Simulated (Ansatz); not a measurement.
Defect: interstitial H in rock-salt ZrN, neutral cell. These are PBE, PAW (plane waves to 420 eV; Ansatz, a program for electronic structure) values and carry that method's errors.

64-site cell at the relaxed PBE lattice, a 2×2×2 k-point mesh shifted by half a step, smearing 0.10 eV, spin-restricted, no finite-size correction. Static, classical nuclei. Sites that were not tried may lie lower.

The step: H moves alone to another site; the atom moves 2.30 Å along (0.00, 0.50, 0.00) of the unit cell; the moving atom starts with neighbours 4 N at 2.13; 4 Zr at 1.97 Å and ends with 4 N at 2.13; 4 Zr at 1.97 Å. On the band's own sampling the forward barrier is 1.18 eV. Harmonic modes of the moving H atom alone, all others held, come from finite differences of 0.015 Å. The saddle point's order was not checked, and it lies on a symmetry element of the cell, where a band can be held.

Task: Which three frequencies does the atom have at the start and at the saddle point?

Result: start 39.9, 40.2, 40.4 THz; saddle point 30.2i, 28.2 and 74.0 THz.

Task: What attempt frequency and zero-point change of the barrier follow from these modes alone, and what classical rate at 1000 K?

Result: ν = (39.9 × 40.2 × 40.4) / (28.2 × 74.0) ≈ 31 THz. The zero-point energy changes the barrier by h/2 × (102.2 − 120.5) THz = -0.038 eV. The classical rate is ν exp(−1.18/0.0862) ≈ 4e7 s⁻¹. One atom's modes give a rough prefactor, not that of the whole cell.
